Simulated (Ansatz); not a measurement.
The parent structure is MgTe in the wurtzite structure (space group P6_3mc, No. 186; a = 4.509 Å, c = 7.338 Å). Axes: x lies along a and z along c of the hexagonal cell.

Method: LDA (Ansatz, an electronic-structure program; PAW; 420 eV plane waves; spin-orbit coupling left out).

Now apply this change: a pure shear with ε_xz = ε_zx = 0.0167, atoms relaxed at fixed cell.

Question: Predict the stress tensor and what it implies for the stiffness.

Answer: Stress of the strained cell less that of the base (GPa, compression positive):
```
  -0.03    0.00   -0.34
   0.00    0.00    0.00
  -0.34    0.00    0.01
```

Then −Δσ/γ with γ = 2ε = 0.0334 gives secant stiffness values (nonlinear terms included at this strain): C55 ≈ 10 GPa.

Whether these cells are dynamically stable was not tested.
